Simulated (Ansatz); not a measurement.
Start from MoSi2 (space group Fddd, No. 70; a = 4.607 Å, b = 8.057 Å, c = 8.762 Å; a hypothetical phase, not in the database extracts checked). Axes: x, y, z lie along a, b, c of the conventional cell.

(Cell as relaxed with PBE.)

Levels (all Ansatz, an electronic-structure program, PAW): PBE (420 eV, no SOC); PBEsol (420 eV, spin-orbit coupling left out).

Each level relaxes its own structure.

| base | PBE | PBEsol |
|---|---|---|
| volume per atom | 13.55 Å³ | 13.23 Å³ |
| band gap | zero | zero |

Modification: a pure shear with ε_xz = ε_zx = -0.0097, atoms relaxed at fixed cell.

```csv
quantity,PBE,PBEsol
shortest interatomic distance,2.539 Å,…
largest internal atomic displacement,0.014 Å,…
energy relative to the base (free energy F),+2.4 meV/atom,…
"pressure (mean of the normal stresses, compression positive)",0.1 GPa,…
band gap,zero,…
```

Q: Given the PBE results, estimate those of PBEsol.

A: 
- shortest interatomic distance, PBEsol: 2.528 Å
- largest internal atomic displacement, PBEsol: 0.013 Å
- energy relative to the base (free energy F), PBEsol: +2.4 meV/atom
- pressure (mean of the normal stresses, compression positive), PBEsol: 0.1 GPa
- band gap, PBEsol: zero

PBE's shortest interatomic distance lies 0.011 Å above PBEsol's (0.4 %); the two agree on the energy relative to the base, pressure and band gap. Neither level is exact; PBEsol is the comparison here, not a measurement.

Without a gap, meshes like the base's 13×13×13 leave anisotropic stresses uncertain by several tenths of a GPa, and small strain energies with them. The cells carry an imposed strain or load. No phonon test of stability was made. All final runs are without spin polarisation.
